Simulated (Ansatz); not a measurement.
## Hypothetical rock salt YSi: response to strain

The reference is YSi in the rock salt structure (space group Fm-3m, No. 225; a = 5.7455 Å; a hypothetical phase, not in the database extracts checked; relaxed with 0.1 eV smearing). Axes: x, y, z lie along the cube axes.

Strains are applied to the cell and any free atomic positions relax; under biaxial strain the out-of-plane vector relaxes too.

The values are results of Ansatz (a first-principles code), PBEsol, PAW, cutoff 420 eV, no spin-orbit coupling, not measurements.

Notes on the quantities. energy relative to the base: free energy F; pressure: mean of the normal stresses, compression positive.

| change | volume per atom | energy relative to the base | space group | pressure |
|---|---|---|---|---|
| base | 23.71 Å³ | 0 meV/atom | Fm-3m (No. 225) | 0.0 GPa |
| biaxial strain +1.07 %, plane normal [001], relaxed out of plane | 24.17 Å³ | +3.2 meV/atom | I4/mmm (No. 139) | -1.3 GPa |
| isotropic strain +2.24 % | 25.34 Å³ | +22 meV/atom | Fm-3m (No. 225) | -4.1 GPa |
| uniaxial strain ε_xx = −4.67 % | 22.60 Å³ | +34 meV/atom | I4/mmm (No. 139) | 4.1 GPa |
| uniaxial strain ε_zz = −5.63 % | 22.37 Å³ | +51 meV/atom | I4/mmm (No. 139) | 5.2 GPa |

Whether these cells are dynamically stable was not tested. All final runs are without spin polarisation. An odd electron count without spin: YSi. YSi has a high density of states at the Fermi level and may be magnetic at this level.
